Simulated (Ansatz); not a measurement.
Cl on the 1x1 (111) surface of fcc Pd, one in a 2x2 cell, started at the site 'hollow Pd-Pd-Pd over Pd at depth 2.3 Å'

These are r2SCAN, at the PBE geometry (plane waves to 500 eV, PAW; Ansatz, a first-principles code) values and carry that method's errors.

Set-up: 17 atoms, 6.8 Å thick at the start under the adsorbate (thin: gaps and levels are the slab's own); mesh 6x6x1; 0.1 eV smearing; dipole correction on; single point; on the structure that PBE left under its start's symmetry; no spin, no spin-orbit, no U, no dispersion correction. At the end it is bonded to 3 Pd. In PBE this state lies 0.09 eV over the lowest of the starts that converged ('bridge Pd-Pd (span 2.8 Å)').

```
Quantity                                                                                                                  Result
--------------------------------------------------------------------------------------  ----------------------------------------
adsorption energy against ½ Cl2(g) at the same level                                                                    -1.94 eV
work function of the top face                                                                                            5.63 eV
change of the work function                                                                                              0.40 eV
change of the step from the bottom to the top vacuum level, against the clean slab                                       0.42 eV
height of the binding atom over the mean of the host atoms within 0.3 Å of the top one                                3.520 bohr
nearest host atoms of the binding atom                                                  Pd at 2.46 Å, Pd at 2.46 Å, Pd at 2.46 Å
cost                                                                                                 very roughly 3 core-minutes
```

A negative adsorption energy means that the adsorbate is more stable on the surface than in its reference.
